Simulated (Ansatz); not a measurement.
Take PbTe in the rock salt structure (space group Fm-3m, No. 225; a = 6.442 Å) as the base.

All numbers come from plane-wave PAW DFT at the PBEsol level (Ansatz, a first-principles code, 420 eV), without spin-orbit coupling.

Before the change:

- Valley order = L along ⟨111⟩ 0.65 eV; a point along ⟨110⟩, about 0.6 Å⁻¹ from Γ 1.25 eV; a point along ⟨100⟩, about 0.3 Å⁻¹ from Γ 1.70 eV
- Shortest interatomic distance = 322.1 pm
- Width of the top valence band = 2.86 eV

The change: cell and atoms relaxed at a pressure of 4.5 GPa.

### Question
Estimate the effect on the valley order.

### Answer
The valley order (the lowest conduction-band minima on the path, energy above the VBM, named in the base's zone) changes from L along ⟨111⟩ 0.65 eV; a point along ⟨110⟩, about 0.6 Å⁻¹ from Γ 1.25 eV; a point along ⟨100⟩, about 0.3 Å⁻¹ from Γ 1.70 eV to L along ⟨111⟩ 0.44 eV; a point along ⟨110⟩, about 0.5 Å⁻¹ from Γ 1.12 eV; a point along ⟨100⟩, about 0.3 Å⁻¹ from Γ 1.65 eV.

### Question
What does the calculation give for the shortest interatomic distance after the change?

### Answer
The shortest interatomic distance falls by 8.8 pm (322.1 pm → 313.3 pm).

### Question
Predict the new width of the top valence band.

### Answer
The width of the top valence band goes up by 0.54 eV (2.86 eV → 3.40 eV).

### Question
What happens to the mean gap deformation potential ΔEg/Δln V?

### Answer
The mean gap deformation potential ΔEg/Δln V is +2.5 eV.

With Pb and Te present, leaving out spin-orbit coupling can change the band edges. Load acts through the strain it causes; cell and atoms are relaxed under it. Whether these cells are dynamically stable was not tested.
